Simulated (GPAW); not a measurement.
Band structure of CuCl (F-43m, 2 atoms in the cell).

```
CELL_PARAMETERS angstrom
      0.00000     2.70500     2.70500
      2.70500     0.00000     2.70500
      2.70500     2.70500     0.00000
ATOMIC_POSITIONS crystal
  Cu 0.00000 0.00000 0.00000
  Cl 0.25000 0.25000 0.25000
```

Computed with PBE, GPAW PAW datasets PBE (gpaw-data 1.0.1) (plane waves; GPAW).

Settings: mode = pw; ecut = 850 eV; xc = PBE; kpts = 9 9 9; mesh shift (steps) = 0 0 0; occupations.name = fermi-dirac; occupations.width = 0.05 eV; nbands = -4; convergence.forces = 0.001 eV/Å; convergence.bands = -2; symmetry.symmorphic = false; symmetry.tolerance = 0.0005; maxiter = 100; bandpath_npoints = 40.

The starting cell has typed, rounded lattice constants, without a prior relaxation at this level.

Predict the gap along the standard path and the places of the band edges.

The gap along the path is 0.54 eV, direct at Γ to within 0.01 eV.

Levels in eV from the top of the valence band on the SCF mesh, bands 6 to 13:
```
point      6      7      8      9    10    11    12     13
-----  -----  -----  -----  -----  ----  ----  ----  -----
Γ      -1.49   0.00   0.00   0.00  0.54  6.65  6.65   6.65
X      -1.38  -1.30  -1.10  -1.10  3.43  4.45  8.76  10.96
W      -1.58  -1.32  -1.12  -0.79  5.05  5.20  7.40   7.78
K      -1.42  -1.34  -1.02  -0.88  4.20  5.10  8.05   9.14
L      -1.42  -1.36  -0.56  -0.56  2.89  6.81  7.09   7.09
U      -1.42  -1.34  -1.02  -0.88  4.20  5.10  8.05   9.14
```
